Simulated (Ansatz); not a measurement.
Cell and atoms of amorphous Si30N41Ga:

```
CELL_PARAMETERS angstrom
      9.32631     0.00000     0.00000
      0.00000     9.32631     0.00000
      0.00000     0.00000     9.32631
ATOMIC_POSITIONS crystal
  Si 0.08316 0.73192 0.30673
  Si 0.05073 0.05643 0.29323
  Si 0.22284 0.29169 0.30837
  Si 0.60386 0.78652 0.73255
  Si 0.65475 0.48927 0.26666
  Si 0.68645 0.31236 0.00915
  Si 0.53244 0.98935 0.48004
  Si 0.93873 0.55414 0.06496
  Si 0.39708 0.55265 0.72107
  Si 0.13106 0.95202 0.81365
  Si 0.64690 0.74900 0.37296
  Si 0.60878 0.98179 0.99682
  Si 0.94878 0.51137 0.39522
  Si 0.74442 0.04551 0.21637
  Si 0.24100 0.09611 0.54950
  Si 0.48199 0.27993 0.16500
  Si 0.35131 0.42378 0.00121
  Si 0.48950 0.30989 0.50315
  Si 0.93546 0.88462 0.04965
  Si 0.35199 0.78005 0.48381
  Si 0.10051 0.40779 0.82461
  Si 0.91867 0.69917 0.79162
  Si 0.30158 0.04825 0.05994
  Si 0.96191 0.31045 0.16655
  Si 0.95289 0.22242 0.57004
  Si 0.36514 0.77846 0.96813
  Si 0.11059 0.67229 0.63105
  Si 0.91280 0.15079 0.81874
  Si 0.36294 0.60396 0.21937
  Si 0.67579 0.11662 0.71610
  N  0.66605 0.94454 0.35453
  N  0.34953 0.96567 0.46168
  N  0.37136 0.21588 0.01759
  N  0.45275 0.91979 0.06420
  N  0.56084 0.14757 0.57534
  N  0.46806 0.70240 0.82331
  N  0.32939 0.40981 0.20700
  N  0.74292 0.23708 0.85432
  N  0.02861 0.39731 0.00281
  N  0.06841 0.10642 0.47022
  N  0.05676 0.36444 0.31312
  N  0.29091 0.65950 0.60894
  N  0.79722 0.42111 0.13204
  N  0.52383 0.45410 0.61910
  N  0.92198 0.71070 0.97426
  N  0.31212 0.26052 0.47137
  N  0.75648 0.59307 0.39433
  N  0.98252 0.01910 0.92314
  N  0.03420 0.26182 0.73867
  N  0.89902 0.14523 0.22380
  N  0.54596 0.79784 0.53644
  N  0.20152 0.12375 0.20993
  N  0.57184 0.33389 0.33246
  N  0.31872 0.61742 0.04516
  N  0.04272 0.81929 0.72002
  N  0.84311 0.09409 0.65077
  N  0.28838 0.43804 0.82376
  N  0.21727 0.89729 0.96886
  N  0.98637 0.60390 0.22662
  N  0.02591 0.55322 0.74430
  N  0.62757 0.15282 0.11034
  N  0.01740 0.88706 0.22686
  N  0.75729 0.91746 0.08433
  N  0.62338 0.96036 0.80848
  N  0.24381 0.05051 0.72000
  N  0.03060 0.66226 0.47071
  N  0.27192 0.72203 0.32403
  N  0.54329 0.41922 0.04169
  N  0.87253 0.38231 0.51356
  N  0.75210 0.67943 0.71754
  N  0.54099 0.64064 0.25989
  Ga 0.72712 0.50822 0.59795
```

Methods: PBE, scalar-relativistic without spin-orbit coupling (Ansatz, a quantum-chemistry and plane-wave program); r2SCAN, scalar-relativistic without spin-orbit coupling (Ansatz); HSE06, scalar-relativistic without spin-orbit coupling (Ansatz). Neutral PBE cell, which sets geometry, pressure and energy: sampling: a 2×2×2 Γ-centred mesh; Fermi-Dirac width 0.02 eV; no spin polarisation. Exact exchange is cut at the faces of this 9 Å cell, which leaves hybrid gaps a finite-size error.

A CHGNet melt-quench gave the starting glass, which DFT then relaxed. N atoms were pushed apart under 1.9 Å during the dynamics, to hinder bonds among them. The hot cell started wider than the set density and was brought back towards it in steps. It is the lowest in DFT energy of 2 quenches. It is a model cell: composition and starting density were chosen by hand, and all elements were melted together. No dispersion term was used. Its density started from a set value of 3.04 and ended at 3.04 g/cm³. The quench (nominally 380 K/ps over its main leg) was far faster than any real one, so the model tends to hold more defects than a real film. A cell of this size samples the disorder only roughly. The volume was held where the preparation left it.

Task: Give the pressure, the energy against reference phases and the spacing of the highest filled and lowest empty levels.

Result: 
```yaml
Pressure on a 2×2×2 Γ-centred mesh: 14.8 kbar
Largest force and stress component on that mesh (the relaxation ran on the zone centre alone): 0.09 eV/Å and 7.1 GPa
Energy relative to beta Si3N4 + wurtzite GaN (lowest mix at this level among the phases computed, not always the ambient ones): 370 meV/atom
Level gap on a 2×2×2 Γ-centred mesh (PBE): 1.62 eV
Level gap at the zone centre (PBE): 1.69 eV
Level gap at the zone centre (r2SCAN): 2.04 eV
Level gap at the zone centre (HSE06): 2.90 eV
Distance between the nearest levels spread over more than a fifth of the atoms or a third of the atoms of their main element (six at least) (PBE, zone centre): 2.64 eV
```

Task: At PBE and the zone centre, how localised are the states just below and above the Fermi level (participation number: the atoms over which a state spreads)?

Result: The highest filled state is spread over 3.0 atoms' worth, largest on N65, with weights by element (charge in smoothed Voronoi cells) N 0.87, Si 0.13, Ga 0.00. The lowest empty state is spread over 30.9 atoms' worth, largest on Si16, with weights by element (charge in smoothed Voronoi cells) N 0.49, Si 0.49, Ga 0.02.

At PBE the levels at the filled edge of the gap are localised (band-tail or defect states), and the nearest spread-out levels lie 2.6 eV apart at the zone centre.

Bonds are counted up to Si-Si 2.60 Å, Si-N 2.12 Å, Si-Ga 2.56 Å, N-N 1.70 Å, N-Ga 2.32 Å, Ga-Ga 2.68 Å. Two cations that share two anions don't count as bonded, nor two that share one unless they lie closer than Si-Si 2.38 Å, Si-Ga 2.49 Å, Ga-Ga 2.61 Å.

Added carriers, by Ansatz with PBE, scalar-relativistic without spin-orbit coupling on the zone centre alone. Charged cells keep the cell fixed and stand in a uniform background, with no image correction, at a width of 0.01 eV; where the count is odd the moment is locked at 1 μB, unless the neutral cell bore moments. Each starts from the undistorted neutral geometry alone. PBE's self-interaction favours spread-out carriers, so it can miss traps that a hybrid finds.

Task: What happens at PBE when the cell takes an extra electron and the atoms relax?

Result: Relaxation lowers the charged cell by 0.30 eV. The largest moves are Si16 0.19 Å, Si7 0.14 Å, N68 0.12 Å, Si17 0.08 Å. The level that holds the added charge spreads over 11.7 atoms' worth, most on Si16 (weight 0.24): a partly localised carrier. No bond crosses its cut-off with a change of over 0.15 Å (metal-metal contacts aside). Made neutral again at that geometry, the cell lies +0.53 eV from the neutral start.

Task: What happens at PBE when the cell takes a hole and the atoms relax?

Result: Relaxation lowers the charged cell by 0.43 eV. The largest moves are N65 0.36 Å, N32 0.21 Å, N58 0.15 Å, Si15 0.09 Å. The level that was emptied spreads over 3.2 atoms' worth, most on N65 (weight 0.50): a localised (trapped) carrier, which neighbours of that atom can share. No bond crosses its cut-off with a change of over 0.15 Å (metal-metal contacts aside). Made neutral again at that geometry, the cell lies +0.84 eV from the neutral start (a closed shell was imposed there, with levels 0.28 eV apart, so this is an upper bound).

A PBE run started with 1 μB on atoms that lack a bond or may hold spare charge lost its moments; other starts weren't tried.
